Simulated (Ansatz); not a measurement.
Take SrTiSe$_{3}$ in the cubic perovskite structure (space group Pm-3m, No. 221; a hypothetical phase, not in the database extracts checked) as the base.

```yaml
crystal:
  lattice:
    - [4.95283, 0.00000, 0.00000]
    - [0.00000, 4.95283, 0.00000]
    - [0.00000, 0.00000, 4.95283]
  atoms:
    - { symbol: Sr, position: [0.00000, 0.00000, 0.00000] }
    - { symbol: Ti, position: [0.50000, 0.50000, 0.50000] }
    - { symbol: Se, position: [0.00000, 0.50000, 0.50000] }
    - { symbol: Se, position: [0.50000, 0.50000, 0.00000] }
    - { symbol: Se, position: [0.50000, 0.00000, 0.50000] }
```

Levels (all Ansatz, a program for electronic structure, PAW): PBEsol (420 eV, spin-orbit coupling left out); r2SCAN (500 eV, scalar-relativistic without spin-orbit coupling).

The geometry is relaxed with PBEsol.

```
Item              Result
---------------  -------
PBEsol pressure  0.0 GPa
```

Task: How does going to r2SCAN change the pressure?

Result: The pressure goes from zero to 2.5 GPa.

Single points use the geometry relaxed with PBEsol. Their cutoffs differ, which shifts pressures a little. Stability against distortions was not tested. The final runs are not spin-polarised. Many cubic perovskites are stable only at high temperature; tilts and polar distortions were not tested. SrTiSe3 has a high density of states at the Fermi level and may be magnetic at this level.
